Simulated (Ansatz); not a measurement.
```
CELL_PARAMETERS angstrom
     25.00000     0.00000     0.00000
      0.00000    25.00000     0.00000
      0.00000     0.00000     5.65533
ATOMIC_POSITIONS crystal
  P  0.72995 0.50000 0.66651
  P  0.77026 0.57242 0.83349
  P  0.77980 0.50000 0.33349
  P  0.69915 0.61498 0.66651
  P  0.69785 0.69785 0.83349
  P  0.72212 0.55952 0.16651
  P  0.74231 0.63990 0.33349
  P  0.61498 0.69915 0.66651
  P  0.57242 0.77026 0.83349
  P  0.66260 0.66260 0.16651
  P  0.63990 0.74231 0.33349
  P  0.50000 0.72995 0.66651
  P  0.42758 0.77026 0.83349
  P  0.55952 0.72212 0.16651
  P  0.50000 0.77980 0.33349
  P  0.38502 0.69915 0.66651
  P  0.30215 0.69785 0.83349
  P  0.44048 0.72212 0.16651
  P  0.36010 0.74231 0.33349
  P  0.30085 0.61498 0.66651
  P  0.22974 0.57242 0.83349
  P  0.33740 0.66260 0.16651
  P  0.25769 0.63990 0.33349
  P  0.27005 0.50000 0.66651
  P  0.22974 0.42758 0.83349
  P  0.27788 0.55952 0.16651
  P  0.22020 0.50000 0.33349
  P  0.30085 0.38502 0.66651
  P  0.30215 0.30215 0.83349
  P  0.27788 0.44048 0.16651
  P  0.25769 0.36010 0.33349
  P  0.38502 0.30085 0.66651
  P  0.42758 0.22974 0.83349
  P  0.33740 0.33740 0.16651
  P  0.36010 0.25769 0.33349
  P  0.50000 0.27005 0.66651
  P  0.57242 0.22974 0.83349
  P  0.44048 0.27788 0.16651
  P  0.50000 0.22020 0.33349
  P  0.61498 0.30085 0.66651
  P  0.69785 0.30215 0.83349
  P  0.55952 0.27788 0.16651
  P  0.63990 0.25769 0.33349
  P  0.69915 0.38502 0.66651
  P  0.77026 0.42758 0.83349
  P  0.66260 0.33740 0.16651
  P  0.74231 0.36010 0.33349
  P  0.72212 0.44048 0.16651
```

Levels: PBE (plane waves to 420 eV, PAW; Ansatz, a program for electronic structure); r2SCAN (plane waves to 500 eV, PAW; Ansatz); HSE06 (Ansatz). Unmarked values and the geometry are of the first. Mesh 1×1×6. No spin polarisation. Isolated but for its images some 11 Å away. A model structure. Symmetry and one short period hold its shape; lower forms weren't sought. HSE06 ran on a 1×1×4 mesh and at PBE's edge points. Buckling under compression is shut out by symmetry and the short period.

**Question.** Say what this body is, and give its properties.

**Answer.** (12,0) blue phosphorus nanotube. A hypothetical model, rolled from the flat sheet.
```
Quantity                                                                                          Result
---------------------------------------------------------  ---------------------------------------------
mean diameter                                                                                    12.74 Å
radii of the innermost and outermost atoms                                               5.75 and 6.99 Å
energy over the flat sheet                                                                  +46 meV/atom
PBE gap                                                    1.74 eV, indirect, from Γ to k = 0.323 × 2π/c
electron mass along the axis (PBE)                                                                1.2 mₑ
hole mass along the axis (PBE)                                                                    2.6 mₑ
valence and conduction edges under the vacuum level (PBE)                               5.75 and 4.01 eV
r2SCAN gap at this geometry                                                                      1.99 eV
HSE06 gap at this geometry                                                                       2.51 eV
axial stiffness dF/dε                                                                             288 nN
```
